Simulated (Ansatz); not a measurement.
Task: Name crystals whose logarithmic mean phonon energy lies between 9.2 and 14.3 meV and whose electron-phonon coupling λ lies between 0.115 and 0.179, by PBEsol, DFPT electron-phonon coupling, linearised Boltzmann equation run with Ansatz (a program for electronic structure).

Result: Many crystals can fit; among those computed here:
- Ca (Fm-3m): 11.5 meV, 0.144
- LaPd₃ (Pm-3m): 12.4 meV, 0.121
- PdCu (Pm-3m): 13.3 meV, 0.122
- Ag (Fm-3m): 12.7 meV, 0.124
- PdHg (P4/mmm): 10.2 meV, 0.138

Metals; harmonic phonons. Halving the electron mesh moves these values by up to 5 %; q meshes are mostly untested. Some of the runs warned that the eigensolver left states short of its tolerance. Spin-orbit coupling is left out.

Formula and space group known from diffraction (Crystallography Open Database), not checked to be the room-temperature form: LaPd3 (Pm-3m), PdCu (Pm-3m), PdHg (P4/mmm). The missing spin-orbit coupling matters most for PdHg (P4/mmm).
